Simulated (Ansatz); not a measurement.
# bcc W (1 1 1) on silicon (1 1 1) (film strained to the substrate, faces as cut)

A periodic stack without vacuum, bcc W (1 1 1) on silicon (1 1 1) (film strained to the substrate, faces as cut): substrate slab Si40, film W30, surface cells [[0, -2], [2, -2]] and [[-1, 2], [-2, 1]], film strained by -0.8 and -0.8 %, faces Si/Si and W/W as cut (like faces can put a slab off its formula).

The start was prepared with a machine-learned potential, and the result is one local minimum, with the in-plane cell held and forces under 0.04 eV/Å; the film can end far from its bulk form.

These are PBE (plane waves to 420 eV, PAW; Ansatz, a program for electronic structure) values and carry that method's errors. Scalar-relativistic, without spin–orbit coupling; the runs are not spin-polarised. Its k-point mesh 4×4×1, Fermi–Dirac width 0.05 eV.

interface area: 51.8 Å²
period: 24.27 Å
gaps between the outermost planes at the two interfaces: 0.63 and 0.57 Å
Si–W contacts across the interfaces within 1.22 times the sum of covalent radii: 55, mean 2.78 Å

```
W3Si4
1.0
    7.73510    -0.00045    -0.10133
    3.86690     6.69868    -0.12865
   -1.79382     1.11437    24.28728
Si W
40 30
Direct
  0.39278   0.30332   0.00784
  0.75734   0.88690   0.04033
  0.10014   0.95077   0.00910
  0.75339   0.57578   0.01034
  0.32656   0.01884   0.08885
  0.73387   0.17707   0.08489
  0.25014   0.56228   0.08792
  0.79641   0.53031   0.10658
  0.94830   0.72539   0.12955
  0.45907   0.69387   0.12945
  0.00599   0.18702   0.13097
  0.44983   0.22910   0.12897
  0.97650   0.73305   0.22714
  0.48571   0.70487   0.22749
  0.99736   0.20801   0.22754
  0.48778   0.21540   0.22642
  0.67167   0.36927   0.26046
  0.16086   0.38710   0.25462
  0.65677   0.87770   0.25982
  0.16843   0.87682   0.26313
  0.69752   0.36017   0.35878
  0.19402   0.36979   0.35099
  0.69945   0.86092   0.35835
  0.19929   0.86773   0.36060
  0.37403   0.04032   0.38857
  0.87604   0.02444   0.39305
  0.36721   0.52681   0.38892
  0.88347   0.51740   0.38844
  0.42159   0.03659   0.48634
  0.90882   0.01396   0.49158
  0.37457   0.52941   0.48648
  0.92580   0.48211   0.48624
  0.05016   0.68334   0.52937
  0.57582   0.68255   0.49418
  0.11950   0.13812   0.52920
  0.59632   0.20869   0.52967
  0.27531   0.66328   0.61193
  0.60821   0.66822   0.58662
  0.95928   0.32456   0.61187
  0.61395   0.00878   0.61166
  0.64051   0.65616   0.68491
  0.30305   0.32463   0.67282
  0.97013   0.99158   0.67352
  0.29945   0.98613   0.63802
  0.94896   0.66324   0.63828
  0.62622   0.33718   0.63811
  0.32996   0.98127   0.75304
  0.99715   0.64783   0.75304
  0.66303   0.31500   0.75314
  0.98672   0.31718   0.71787
  0.65099   0.98792   0.71732
  0.31662   0.65193   0.71779
  0.02399   0.30348   0.83085
  0.68879   0.97332   0.82810
  0.35458   0.63815   0.83088
  0.67709   0.64168   0.79443
  0.34129   0.31080   0.79062
  0.01057   0.97618   0.79069
  0.71477   0.62760   0.90517
  0.37763   0.29746   0.90321
  0.04914   0.96376   0.90379
  0.36828   0.96720   0.86815
  0.03485   0.63461   0.86830
  0.70231   0.29918   0.86803
  0.41676   0.95587   0.98452
  0.06737   0.63336   0.98339
  0.73700   0.26553   0.98357
  0.05888   0.29300   0.94807
  0.72521   0.95832   0.93878
  0.39820   0.62412   0.94735
```
